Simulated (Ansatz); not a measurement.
# ZnS: S → O

Consider ZnS (space group R3m, No. 160; a = 3.7839 Å, c = 27.9008 Å (hexagonal axes)).

It is then changed as follows: O takes the place of S on all its sites, then cell and atoms are relaxed.

Level of theory: PBEsol/PAW in Ansatz (a program for electronic structure), no spin-orbit coupling, earlier PAW set. k-mesh 12×12×12 (Γ-centred); smearing 0.05 eV (Fermi–Dirac), for the changed cell.

* **Lattice parameter a**: 3.226 Å (base 3.784 Å)
* **c/a ratio**: 7.297 (base 7.374)
* **Space group**: R3m (No. 160) (base R3m (No. 160))
* **Shortest interatomic distance**: 1.969 Å (base 2.318 Å)
* **Band gap**: 0.66 eV (base 2.13 eV)
* **Gap character**: direct at Γ (base direct at Γ)
* **Width of the top valence band**: 1.44 eV (base 1.67 eV)
* **Electron mass**: 0.13 mₑ (at Γ) (base 0.16 mₑ along c, 0.17 mₑ across (at Γ))
* **Valence-band top at Γ (three highest levels, from the VBM)**: 0.00, 0.00, -0.06 eV (base 0.00, 0.00, -0.06 eV)

Masses are band curvatures over ±0.01 Å⁻¹ around the edge. Stability against distortions was not tested. As relaxed here, ZnO is a hypothetical phase, not in the database extracts checked. This is not the structure that ZnS has at room temperature and ambient pressure.
